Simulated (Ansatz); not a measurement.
Defect: interstitial N in 3C silicon carbide, charge state -1. All values below come from PBE, PAW (plane waves to 420 eV; Ansatz, a first-principles code).

Cell of 64 host sites held at the relaxed PBE lattice; a 2×2×2 k-point mesh shifted by half a step; Fermi-Dirac width 0.01 eV, spin-restricted; finite-size errors left in. Energies are static. The charge state is imposed; whether it is stable for some Fermi level was not computed. Sites that were not tried may lie lower.

Barriers: single points on a 3×3×3 k-point mesh shifted by half a step at the bands' geometries.

The step: N moves alone to another site (a rearrangement that moves the defect's centre by under 1 Å); the atom moves 0.75 Å along (0.12, 0.00, 0.12) of the unit cell; the moving atom starts with neighbours C at 1.42; Si at 1.63, Si at 1.81 Å and ends with C at 1.42; Si at 1.63, Si at 1.81 Å.

Estimate the migration barrier of this step that PBE, PAW returns for this input.

0.087 eV, the same both ways. At the saddle the moving atom has neighbours C at 1.43; Si at 1.64, 2 Si at 2.09 Å. The saddle point's order was not checked, and it lies on a symmetry element of the cell, where a band can be held.
